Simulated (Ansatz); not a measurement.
Ge (Fd-3m), HSE06, rigid bands (Ansatz, a first-principles code): N_c = 8.72e18 cm⁻³ at 300 K and an electron conductivity mass of 0.120 mₑ.

Problem. For 1e16 electrons per cm³ at 300 K, place the Fermi level, estimate the Seebeck coefficient of a parabolic band with constant τ, and give mobility and conductivity for τ = 20 fs.

Solution. The level lies k_BT ln(N_c/n) = 0.175 eV below the conduction-band minimum. S ≈ −(k_B/e)[ln(N_c/n) + 5/2] = -799 μV/K, against -814 μV/K from the full bands (mean over directions). μ = eτ/m = 293 cm²/(V·s) and σ = neμ = 0.470 S/cm. τ is assumed, not computed.

Band transport and this doping are assumed; polarons and phonon drag are left out. Spin-orbit coupling is left out. Geometry: cell and atoms relaxed with PBEsol.
